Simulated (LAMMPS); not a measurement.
MD of Cu (fcc) at zero pressure, 2048 atoms, as a liquid; each row is its own run.

All values are model results, not measurements: classical MD, pair style eam/fs, file CuZr_mm.eam.fs, run in LAMMPS.

```
T (K)  D(Cu) (cm²/s)
-----  -------------
1090         1.17e-5
1220         1.84e-5
1490         3.90e-5
1700         5.72e-5
1900         8.44e-5
```

Task: Fit an Arrhenius law, ln y = a + b / x, to these rows (x is the first column, y the second) and predict the run at x = 1360.

Result: Least squares gives a = -6.7892 and b = -5000. The slope times kB gives an activation energy of 0.43 eV. At x = 1360 the fit predicts 2.85e-5 cm²/s. The run itself gave (2.72 ± 0.03) × 10^-5 cm²/s, so the fit is 4.8 % high.

Caution (rows 1090; 1220): this liquid lies under the melting point of about 1370 K that EAM-type CuZr_mm.eam.fs gives, so it is undercooled.

Errors of D are the spread over four groups of atoms in one short run; a floor of about 5 %, a picked value, is safer.
